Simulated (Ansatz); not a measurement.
The starting structures come from a database of crystals and need not be the phases stable at ambient conditions.

 Where the default PAW files enter, the runs use the earlier of Ansatz's two default sets.

```
MgSe
1.0
    4.22147     0.00000     0.00000
    0.00000     6.81672     0.00000
    2.11074     0.00000     3.65590
Mg Se
2 2
Cartesian
  4.22147   3.41988   2.43727
  2.11073   0.01152   1.21863
  4.22147   0.84057   2.43727
  2.11073   4.24893   1.21863
```

Space group of this cell: P6_3mc, wurtzite. The cell is taken as given.

The numbers are results of r2SCAN (plane waves, PAW; Ansatz, a program for electronic structure), not measurements.

The current runs along the normal of the first two printed vectors; no spin-orbit coupling. Scaled by the factor s: all lengths (ions clamped). Meshes 8×6×8 and 8×6 across the current in all rows.

```tsv
s	mean pressure (GPa)	band gap (eV)
0.98	3.4	3.65
1.00	0.0	3.36
1.02	-2.6	?
```

Task: Take the slope of the band gap against ln s from the two given rows, extrapolate to s = 1.02, and say what the run there gives.

Result: Slope = (3.65 − 3.36) / ln 0.98 = -14.4 eV. The line gives 3.36 + (-14.4) × ln 1.02 = 3.08 eV. The run gives 3.09 eV, 0.01 eV over the line, 5 % of the predicted step.
